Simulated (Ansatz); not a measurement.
An Ansatz (a first-principles code) input (Ansatz PBEsol-D3(BJ), no spin-orbit coupling, earlier PAW set):

Ansatz 0.2 input:
```yaml
crystal:
  lattice:
    - [3.1089261816, 0, 0]
    - [-1.5544630908, 2.6924090517, 0]
    - [0, 0, 11.7093253171]
  atoms:
    - { symbol: Mo, position: [0.3333333333, 0.6666666667, 0.25] }
    - { symbol: Mo, position: [0.6666666667, 0.3333333333, 0.75] }
    - { symbol: S, position: [0.3333333333, 0.6666666667, 0.6164865982] }
    - { symbol: S, position: [0.6666666667, 0.3333333333, 0.1164865982] }
    - { symbol: S, position: [0.6666666667, 0.3333333333, 0.3835134018] }
    - { symbol: S, position: [0.3333333333, 0.6666666667, 0.8835134018] }
basis: { ecutwfc: 420, ecutrho_ratio: 4, xc_grid: 2, fft_grid_basis: typed }
kpoints: { mp_grid: { grid: [12, 12, 3] } }
hamiltonian:
  xc: pbesol
  dispersion: d3bj
  pseudopotentials: { azcp: { folder: ./paw }, kind: paw }
scf: { occupations: { method: fermi_dirac, width: 0.05 }, convergence: { dr2_threshold: 0.0000000006 } }
output: { forces: true, stress: true }
checkpoint: { write: state.ck, write_every: 1000 }
```

### Question
Which symmetry and how many k-points will the program report, and about how many plane waves at Γ?

### Answer
Space group P63/mmc (ITA 194) with 24 operations, k-points 38 of 432, and 1887 plane waves at Γ.

No phonon test of stability was made. The cell was made from MoSe2 by this change: Se → S.
